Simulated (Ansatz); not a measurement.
We consider MgS (model structure, started from the BN type, Pm-3n, No. 223, 12 atoms in the cell), described by HSE06 (plane waves, PAW; Ansatz, a first-principles code).

Settings: plane-wave cutoff 460 eV, 4×4×4 k mesh, Fermi–Dirac smearing 0.01 eV, scalar-relativistic PAW data made under PBE.

Cell (relaxed with PBEsol):

```yaml
crystal:
  lattice:
    - [6.93644, 0.00000, 0.00000]
    - [0.00000, 6.93644, 0.00000]
    - [0.00000, 0.00000, 6.93644]
  atoms:
    - { symbol: Mg, position: [0.25000, 0.00000, 0.50000] }
    - { symbol: Mg, position: [0.50000, 0.25000, 0.00000] }
    - { symbol: Mg, position: [0.50000, 0.75000, 0.00000] }
    - { symbol: Mg, position: [0.75000, 0.00000, 0.50000] }
    - { symbol: Mg, position: [0.00000, 0.50000, 0.75000] }
    - { symbol: Mg, position: [0.00000, 0.50000, 0.25000] }
    - { symbol: S, position: [0.25000, 0.50000, 0.00000] }
    - { symbol: S, position: [0.00000, 0.25000, 0.50000] }
    - { symbol: S, position: [0.00000, 0.75000, 0.50000] }
    - { symbol: S, position: [0.75000, 0.50000, 0.00000] }
    - { symbol: S, position: [0.50000, 0.00000, 0.75000] }
    - { symbol: S, position: [0.50000, 0.00000, 0.25000] }
```

Q: Give the computed band gap.

A: 
- band gap: 4.08 eV (on the SCF k mesh) (direct)

Note: the relaxation could raise the start's symmetry but not lower it, so the cell can be a saddle point.

Static lattice: no zero-point or thermal effects.

A model structure was made by putting elements into a prototype or built by hand; it is no filed structure, need not be a known phase, and can be a saddle point held by its symmetry.
